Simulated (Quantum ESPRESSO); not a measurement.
Quantum ESPRESSO run on a sheet of TiTe₂ (3 atoms in the cell): self-consistent single point.

Method of the run: PBE-D3(0), PseudoDojo standard norm-conserving (PBE) pseudopotentials (plane waves; Quantum ESPRESSO).

```xyz
3
Lattice="3.9889 0.0000 0.0000 -1.9945 3.4545 0.0000 0.0000 0.0000 17.1706" Properties=species:S:1:pos:R:3 pbc="T T T"
Ti     0.0000     0.0000     8.5853
Te     0.0000     2.3030    10.1706
Te     1.9945     1.1515     7.0000
```

Reference input (self-consistent single point, DFT, PBE, plane waves, PseudoDojo standard norm-conserving (PBE) pseudopotentials): ecutwfc = 85 Ry; occupations = smearing; smearing = gauss; degauss = 0.0036749 Ry; potentials = {Ti: Ti.upf, Te: Te.upf}; K_POINTS = automatic 7 7 1 0 0 0; conv_thr = 1e-09 Ry; mixing_beta = 0.5. This run's input differs from it in these lines:

```diff
@@ -17,2 +17,5 @@
   degauss = 0.0036749
+  vdw_corr = 'grimme-d3'
+  dftd3_version = 3
+  dftd3_threebody = .false.
 /
```

Log, with long lists cut:

```
     Self-consistent Calculation

     iteration #  1     ecut=    85.00 Ry     beta= 0.50

---- Real-time Memory Report at c_bands before calling an iterative solver
           215 MiB given to the printing process from OS
           186 MiB allocation reported by mallinfo(arena+hblkhd)
------------------

     Threshold (ethr) on eigenvalues was too large:
     Diagonalizing with lowered threshold

---- Real-time Memory Report at c_bands before calling an iterative solver
           252 MiB given to the printing process from OS
           207 MiB allocation reported by mallinfo(arena+hblkhd)
------------------

   [... lines left out ...]

---- Real-time Memory Report at c_bands before calling an iterative solver
           312 MiB given to the printing process from OS
           290 MiB allocation reported by mallinfo(arena+hblkhd)
------------------

     total energy              =    -538.02864930 Ry
     estimated scf accuracy    <          2.3E-09 Ry

     iteration # 14     ecut=    85.00 Ry     beta= 0.50

---- Real-time Memory Report at c_bands before calling an iterative solver
           312 MiB given to the printing process from OS
           290 MiB allocation reported by mallinfo(arena+hblkhd)
------------------
     End of self-consistent calculation

     the Fermi energy is     0.2610 ev

!    total energy              =    -538.02864930 Ry
     estimated scf accuracy    <          3.4E-10 Ry
     smearing contrib. (-TS)   =      -0.00023575 Ry
     internal energy E=F+TS    =    -538.02841355 Ry

     DFT-D3 Dispersion         =      -0.03550710 Ry

     convergence has been achieved in  14 iterations

     Forces acting on atoms (cartesian axes, Ry/au):

     atom    1 type  1   force =     0.00000000    0.00000000    0.00000000
     atom    2 type  2   force =    -0.00000000   -0.00000000    0.01589212
     atom    3 type  2   force =     0.00000000    0.00000000   -0.01589212

     Total force =     0.022475     Total SCF correction =     0.000103

     DFT-D3 dispersion Force =     0.001002

          total   stress  (Ry/bohr**3)                   (kbar)     P=       -5.46
  -0.00008502  -0.00000000   0.00000000          -12.51       -0.00        0.00
  -0.00000000  -0.00008502   0.00000000           -0.00      -12.51        0.00
   0.00000000   0.00000000   0.00005859            0.00        0.00        8.62

   JOB DONE.
```

The run converged in 14 iterations. Against the reference run the largest force goes from 0.390 to 0.409 eV/Å.

The starting cell was generated: these elements placed on a structure prototype, without a prior relaxation; it need not be a known phase or ordering of this composition. Its lattice was rescaled in the plane by a random factor within 2.5 % of one. Spin polarisation is off, so a magnetic state, if there is one, cannot be reached.

Cost on one core of a shared machine: roughly 4 min.
